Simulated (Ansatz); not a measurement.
Start from SiS₂ (space group Ibam, No. 72; a = 6.0185 Å, b = 9.3955 Å, c = 5.5448 Å; made of chains).

One thing is altered: every lattice vector is shortened by 2.34 %, atoms relaxed at fixed cell.

Levels (all Ansatz, a program for electronic structure, PAW): PBEsol (420 eV, without spin-orbit coupling); r2SCAN (500 eV, scalar-relativistic without spin-orbit coupling); HSE06 (420 eV, no SOC).

At the geometry relaxed with PBEsol, these levels gave the following band gaps, in shuffled order: (a) 3.86 eV, (b) 3.15 eV, (c) 2.67 eV.

Match each gap to its level.

(a) HSE06; (b) r2SCAN; (c) PBEsol.

Single points use the geometry relaxed with PBEsol. The hybrid gap comes from the SCF mesh plus the semilocal run's edge points and a few special points and is an upper bound. The cells carry an imposed strain or load. Whether these cells are dynamically stable was not tested. No dispersion term is included in the PBEsol runs.
